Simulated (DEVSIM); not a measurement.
System: abrupt In0.53Ga0.47As n-p junction, at 250 K.

| layer (left to right) | material | thickness (μm) | Nd (cm⁻³) | Na (cm⁻³) | τn (s) | τp (s) |
|---|---|---|---|---|---|---|
| 1 | In0.53Ga0.47As | 0.280 | 1.5e15 | - | 3e-10 | 3e-10 |
| 2 | In0.53Ga0.47As | 50.0 | - | 6e16 | 3e-10 | 3e-10 |

Left contact: ohmic. Right contact: ohmic. Voltage is applied to the left contact. Recombination: SRH at mid-gap, Auger. Mobility is μmin + (μ − μmin)/(1 + (N/Nref)^α).

Constants are typed, rounded textbook-type inputs, not results; the design itself was drawn at random and stands for no fabricated device. Values at 300 K; Nc and Nv go as T^1.5, mobilities as T to minus their exponent, the gap by Varshni's rule with the affinity fixed.

```tsv
parameter	In0.53Ga0.47As
gap (eV)	0.74
affinity (eV)	4.51
permittivity	13.9
Nc (cm⁻³)	2.1e17
Nv (cm⁻³)	7.7e18
μn (cm²/Vs)	12000
μp (cm²/Vs)	300
μn,min	300
μp,min	10
Nref,n	1.3e17
Nref,p	4.9e17
αn	0.48
αp	0.4
T exponent of μn	1.6
T exponent of μp	1.6
Cn (cm⁶/s)	5e-29
Cp (cm⁶/s)	5e-29
Varshni α (eV/K)	0.00035
Varshni β (K)	190
```

DEVSIM, 1D drift-diffusion, Boltzmann statistics, complete ionisation; no tunnelling, impact ionisation, image-force lowering or self-heating.

The doping Na of layer 2 was swept, all else fixed.

```
doping Na of layer 2 (cm^-3)  dark forward voltage at 1 A/cm² (V)  largest field in the device at zero bias (V/cm)  potential step across the device at zero bias (V)
----------------------------  -----------------------------------  -----------------------------------------------  -------------------------------------------------
1.8e15                                                      0.389                                            11000                                              0.480
6e15                                                        0.363                                            15000                                              0.506
1.8e16                                                      0.350                                            18000                                              0.529
6e16                                                        0.344                                            22000                                              0.555
1.8e17                                                      0.341                                            27000                                              0.579
6e17                                                        0.339                                            40000                                              0.605
1.8e18                                                      0.339                                            64000                                              0.629
```

From the first row to the last the dark forward voltage at 1 A/cm² goes from 0.389 to 0.339. From the first row to the last the largest field in the device at zero bias goes from 11000 to 64000.
